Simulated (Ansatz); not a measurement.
We look at the energy of the reaction as written. Reaction: 3 cell B → cell A. A negative value means that the right-hand side lies lower.

Cell A: a sheet of composition Os3, 3 atoms, hexagonal cell of 4.88 Å (20.6 Å²), symmetry P6/mmm, 0.0 Å thick under 16 Å of vacuum, in-plane vectors relaxed; planes from bottom to top: Os3, all atoms in one plane; a model cell; spin state with PBE: parallel moments, net moment 1.4 μB a cell, k-point mesh 18×18×1.
```
Os
1.0
    4.87537     0.00000     0.00000
   -2.43769     4.22220     0.00000
    0.00000     0.00000    16.00000
Os
3
Direct
  0.50000   0.00000   0.50000
  0.00000   0.50000   0.50000
  0.50000   0.50000   0.50000
```

Cell B: a sheet of composition Os, 1 atom, hexagonal cell of 2.56 Å (5.7 Å²), symmetry P6/mmm, 0.0 Å thick under 16 Å of vacuum, in-plane vectors relaxed; planes from bottom to top: Os; a model cell; spin state with PBE: net moment 0.6 μB a cell, k-point mesh 30×30×1.
```yaml
crystal:
  lattice:
    - [2.56044, 0.00000, 0.00000]
    - [-1.28022, 2.21741, 0.00000]
    - [0.00000, 0.00000, 16.00000]
  atoms:
    - { symbol: Os, position: [0.00000, 0.00000, 0.50000] }
```

Plane-wave PAW calculations with Ansatz (a quantum-chemistry and plane-wave program), its PAW set soft_1, cutoff 420 eV. The structures are at rest with PBE. Neutral cells; Fermi-Dirac smearing of at most 0.10 eV in the solids, energies taken to zero width. A dispersion term (D3(BJ), or D4 for r2SCAN) was computed beside these levels and is taken off wherever the name lacks it. Nuclei at rest; no vibrational terms. Spin-orbit coupling is left out. No search over spin orders was made beyond those shown. The cells' k-point meshes differ in density, so the last digit is unsettled. Small moments in a metal shrink under a smearing of 0.1 eV, so the spin state is less sure. Cell A has symmetry P6/mmm and got no random move, so less symmetric positions, which may lie lower, weren't tried. Cell B has symmetry P6/mmm and got no random move, so less symmetric positions, which may lie lower, weren't tried.

### Question
Predict the value from PBE.

### Answer
2.53 eV, for 3 cell B → cell A.
